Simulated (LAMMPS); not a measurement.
LAMMPS 22 Jul 2025, classical MD, EDIP (Si.edip): Si, 64000 atoms.

```text
units metal
atom_style atomic
read_data unit.data
replicate 20 20 20
pair_style edip
pair_coeff * * Si.edip Si
velocity all create 1600 4928 dist gaussian loop geom
fix 1 all nve
fix 2 all langevin 800 800 0.04 9876 zero yes
timestep 0.001
thermo 100
run 300
reset_timestep 0
write_restart start.rst
```

```text
read_restart start.rst
pair_style edip
pair_coeff * * Si.edip Si
neighbor 2.0 bin
neigh_modify every 1 delay 0 check yes
fix 1 all nve
timestep 0.001
thermo_style custom step temp pe etotal press
thermo_modify format float %.10g
thermo 100
group probe id 1:48
dump probe probe custom 1000000 forces.txt id fx fy fz
dump_modify probe sort id format float %.8g
run 800
```

```bash
# ahead of the timed run: OMP_NUM_THREADS=1 mpirun -np 48 lmp -in in.warm -log none -nocite
OMP_NUM_THREADS=32 mpirun -np 1 lmp -sf omp -pk omp 32 -in in.lmp -log log.lammps -nocite
```

It runs on a single node (Arm Neoverse V2, 96 cores on 1 socket, no SMT, 1 L3 cache group).

On 1 rank × 32 threads this takes 1.4 s. Times are wall-clock medians of two to five runs, from launch to exit, with nothing else on the machine. Processes are pinned to neighbouring cores unless said otherwise. The build: PyPI wheel: MPICH, OPENMP and OPT packages; another build can shift the numbers. Scratch files lie in a memory file system. A preparatory run goes ahead and isn't timed.

Question: Make this run faster without changing its result beyond 1.0 meV/atom in energy, 10 meV/Å in forces on 48 atoms, 0.20 meV an atom in drift of the total energy. Keep to 32 cores.

Answer: Several could match; the one computed here: going from 1 rank × 32 threads to 16 ranks × 2 threads, one of the fastest of the measured ones that keep the result.

```diff
-OMP_NUM_THREADS=32 mpirun -np 1 lmp -sf omp -pk omp 32 -in in.lmp -log log.lammps -nocite
+OMP_NUM_THREADS=2 mpirun -np 16 lmp -sf omp -pk omp 2 -in in.lmp -log log.lammps -nocite
```

Time: 1.4 s to 0.86 s (1.6× as fast). The largest move is in pair forces (Pair): 0.88 s to 0.61 s. What the program resolved moves too: grid of ranks from 1 by 1 by 1 to 2 by 2 by 4. These two results differ by: energy equal as printed, forces on 48 atoms equal as printed, drift of the total energy equal as printed. Others tried: 32 ranks, suffix = omp (0.86 s); 8 ranks × 4 threads, suffix = omp (0.88 s); 4 ranks × 8 threads, suffix = omp (0.98 s); 32 ranks (0.99 s). Repeats scatter by up to 19 %.
